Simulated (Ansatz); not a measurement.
The reference is a 16-atom supercell of RbCl in the rock salt structure (space group Fm-3m, No. 225; a = 6.698 Å) at its relaxed geometry.

Computed with PBE (Ansatz, a first-principles code; PAW; 420 eV plane waves; spin-orbit coupling left out).

One neutral defect a cell, atoms relaxed at fixed cell.

One change was made to it. Results:

The largest displacement of a host atom from its site in the perfect cell comes out as 0.07 Å; the pressure goes from zero to 0.3 GPa.

**Question.** Name the change that was made.
(A) H on a Rb site
(B) Rb on a Cl site (antisite)
(C) Cs on a Rb site

**Answer.** C, Cs on a Rb site. For comparison, the largest displacement of a host atom from its site in the perfect cell in the other runs: H on a Rb site gives 1.16 Å; Rb on a Cl site (antisite) gives 0.58 Å.

The magnetic state is the one reached from the starting moments; the real material's order can differ, and small cells can't hold many antiferromagnetic ones. The cell is small, so the values are those of an ordered compound at a high defect concentration; dilute-limit values will differ. Seeded moments were not kept for Cs on a Rb site, H on a Rb site and Rb on a Cl site (antisite).
